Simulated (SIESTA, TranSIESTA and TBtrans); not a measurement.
## Ru chain bridged by a linear C4 unit along the axis

Junction: Ru chain bridged by a linear C4 unit along the axis. Leads: straight Ru chain, spacing 2.25 Å. Geometry: 6 atoms about the centre moved by SIESTA (PBE, DZP) to a largest force of 0.02 eV/Å, all others as built, motion along the axis alone.

Computed with TranSIESTA and TBtrans, PBE, DZP numerical orbitals (energy shift 0.15 eV), PseudoDojo norm-conserving scalar-relativistic potentials, mesh cutoff 200 Ry, 300 K, spin-polarised (collinear), no spin-orbit coupling; self-consistent non-equilibrium Green functions.

```
Quantity                                                       Result
-------------------------------------------------------------  ------
Conductance at 300 K (G0 = 2e²/h)                                1.58
Mean T from −0.5 to 0.5 eV                                       1.59
Spin polarisation of the conductance, (up − down)/(up + down)    0.07
```

Energies count from the leads' Fermi level. Transmissions are for each spin. The energy step is 0.01 eV; narrower resonances are cut or missed.

```
E (eV)     T up  T down  lead channels up       down
------  -------  ------  ----------------  ---------
-2.00      1.61    1.60                 3          3
-1.90      1.77    1.78                 3          3
-1.80      1.89    1.92                 3          3
-1.70      1.97    1.99                 5          3
-1.60      2.00    2.00                 6          3
-1.50      2.00    1.94                 6          3
-1.40      1.97    1.85                 6          3
-1.30      1.93    1.74                 6          3
-1.20      1.88    1.63                 6          3
-1.10      1.84    1.54                 6          4
-1.00      1.80    1.46                 6          4
-0.90      1.77    1.41                 6          4
-0.80      1.74    1.37                 6          4
-0.70      1.72    1.34                 6          4
-0.60      1.71    1.33                 6  band edge
-0.50      1.70    1.33                 6          6
-0.40      1.69    1.34                 4          6
-0.30      1.69    1.36                 4          6
-0.20      1.69    1.39                 4          6
-0.10      1.69    1.43                 4          6
0.00       1.70    1.47                 4          6
0.10       1.71    1.51                 4          6
0.20       1.71    1.55                 4          6
0.30       1.72    1.59                 4          6
0.40       1.73    1.63                 4          6
0.50       1.73    1.66                 4          6
0.60       1.74    1.69                 4          6
0.70       1.74    1.72                 4          6
0.80       1.74    1.74                 4          4
0.90       1.74    1.75                 4          4
1.00       1.73    1.76                 4          4
1.10       1.72    1.77                 4          4
1.20       1.69    1.77                 3          4
1.30       1.64    1.77                 3          4
1.40       1.57    1.76                 3          4
1.50       1.45    1.75                 3          4
1.60       1.23    1.74                 3          4
1.70       0.76    1.73                 3          4
1.80     0.0011    1.70                 1          4
1.90     0.0010    1.67                 1          4
2.00    0.00099    1.62                 1          3
```

The magnetic order of the leads was set by the start, and no other order was tried; the separate lead runs end at 1.33 (left) and 1.33 (right) μB an atom. The straight chain is held at its spacing; free chains may zigzag or dimerise.
